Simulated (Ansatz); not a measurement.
# Effect of x(La) = 0.75, 4 atoms, P4/mmm on Cs

Base system: Cs in the bcc (W type) structure (space group Im-3m, No. 229; a = 6.0102 Å).

The other end (x = 1) is La in the bcc (W type) structure (space group Im-3m, No. 229; a model cell, its experimental status unchecked): 34.71 Å³/atom, gap zero; this end may not be an ambient phase.

Now apply this change: La replaces 75.0 % of the Cs, ordered in a cell of 4 atoms (starting symmetry P4/mmm) and fully relaxed.

All numbers come from Ansatz (a quantum-chemistry and plane-wave program), PBEsol, PAW, cutoff 420 eV, without spin-orbit coupling, earlier PAW set. k-mesh 13×13×4 (Γ-centred); smearing 0.05 eV (Fermi–Dirac), for the changed cell.

```csv
quantity,base,changed,shift
density,2.03 g/cm³,5.52 g/cm³,+3.49 g/cm³
band gap,zero,zero,–
mixing energy (to 0.01 eV only: unlike meshes or grids) (against an end that may be hypothetical),–,+0.12 eV/atom,–
deviation of the volume from the linear (Vegard-type) interpolation,–,-22.2 %,–
```

Each cell is one ordered arrangement of few atoms, which overstates ordering effects compared with a random alloy. Stability against distortions was not tested. All final runs are without spin polarisation. Under x(La) = 0.75, 4 atoms, P4/mmm the cell changed shape so far that it is another structure. This is not the structure that La has at room temperature and ambient pressure.
